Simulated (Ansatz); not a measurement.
Consider AlZnInO4 (space group R3m, No. 160; a = 3.2563 Å, c = 25.6166 Å (hexagonal axes); a hypothetical phase, not in the database extracts checked).

Levels (all Ansatz, an electronic-structure program, PAW): PBEsol (420 eV, no spin-orbit coupling); r2SCAN (500 eV, no spin-orbit coupling).

The geometry is relaxed with PBEsol.

PBEsol lowest conduction level above the VBM at special points: Γ 1.80 eV; T 2.83 eV; L 5.43 eV; F 5.54 eV
PBEsol smallest direct gap: 1.81 eV
PBEsol pressure: 0.00 GPa

Problem. Predict the lowest conduction level above the VBM at special points, smallest direct gap and pressure from r2SCAN.

Solution. The lowest conduction level above the VBM at special points changes from Γ 1.80 eV; T 2.83 eV; L 5.43 eV; F 5.54 eV to Γ 2.39 eV; T 3.32 eV; L 6.16 eV; F 6.25 eV; the smallest direct gap rises by 0.59 eV to 2.40 eV; the pressure goes from zero to -0.48 GPa.

Single points use the geometry relaxed with PBEsol. Their cutoffs differ, which shifts pressures a little. Whether these cells are dynamically stable was not tested.
